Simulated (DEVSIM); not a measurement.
System: illuminated Ge n-on-p cell, one wavelength, at 300 K.

```csv
layer (left to right),material,thickness (μm),Nd (cm⁻³),Na (cm⁻³),τn (s),τp (s),absorption coefficient (cm⁻¹)
1,Ge,0.120,7.3e17,-,1.8e-5,3.8e-6,59000
2,Ge,74.0,-,5.2e15,0.00021,0.00021,59000
```

Left contact: ohmic, minority hole recombination velocity 1e6 cm/s. Right contact: ohmic, minority electron recombination velocity 30 cm/s. Voltage is applied to the left contact. Recombination: SRH at mid-gap, radiative, Auger. Light enters at the left, 3e16 photons cm⁻² s⁻¹, one pass, no reflection. Mobility is μmin + (μ − μmin)/(1 + (N/Nref)^α).

The device is made up for the run: typed textbook-type constants, with dimensions and the other settings drawn at random. Values at 300 K.

| parameter | Ge |
|---|---|
| gap (eV) | 0.664 |
| affinity (eV) | 4 |
| permittivity | 16 |
| Nc (cm⁻³) | 1.04e19 |
| Nv (cm⁻³) | 6e18 |
| μn (cm²/Vs) | 3900 |
| μp (cm²/Vs) | 1900 |
| μn,min | 150 |
| μp,min | 100 |
| Nref,n | 2.6e17 |
| Nref,p | 4e17 |
| αn | 0.56 |
| αp | 0.6 |
| B (cm³/s) | 6.4e-14 |
| Cn (cm⁶/s) | 1e-31 |
| Cp (cm⁶/s) | 1e-31 |

DEVSIM, 1D drift-diffusion, Boltzmann statistics, complete ionisation; no tunnelling, impact ionisation, image-force lowering or self-heating.

Problem. Tabulate band edges, carrier densities and field at zero bias, in the dark.

Solution. Energies count from the Fermi level of the right contact; mesh points crowd at the junctions.

```csv
x (μm),Ec (eV),Ev (eV),n (cm⁻³),p (cm⁻³),field (V/cm)
0.000,0.069,-0.595,7.3e17,6.0e8,≈ 0
0.02379,0.069,-0.595,7.3e17,6.0e8,≈ 0
0.06000,0.069,-0.595,7.3e17,6.0e8,≈ 0
0.09706,0.069,-0.595,7.1e17,6.1e8,1100
0.1267,0.122,-0.542,9.4e16,4.7e9,31000
0.1626,0.201,-0.463,4.4e15,9.9e10,18000
0.2406,0.319,-0.345,4.6e13,9.5e12,13000
0.4968,0.473,-0.191,1.2e11,3.7e15,1300
0.9661,0.482,-0.182,8.4e10,5.2e15,≈ 0
1.985,0.482,-0.182,8.4e10,5.2e15,≈ 0
4.197,0.482,-0.182,8.4e10,5.2e15,≈ 0
11.47,0.482,-0.182,8.4e10,5.2e15,≈ 0
24.78,0.482,-0.182,8.4e10,5.2e15,≈ 0
48.50,0.482,-0.182,8.4e10,5.2e15,≈ 0
65.27,0.482,-0.182,8.4e10,5.2e15,≈ 0
70.05,0.482,-0.182,8.4e10,5.2e15,≈ 0
72.26,0.482,-0.182,8.4e10,5.2e15,≈ 0
73.28,0.482,-0.182,8.4e10,5.2e15,≈ 0
73.83,0.482,-0.182,8.4e10,5.2e15,≈ 0
74.00,0.482,-0.182,8.4e10,5.2e15,≈ 0
74.08,0.482,-0.182,8.4e10,5.2e15,≈ 0
74.12,0.482,-0.182,8.4e10,5.2e15,≈ 0
```
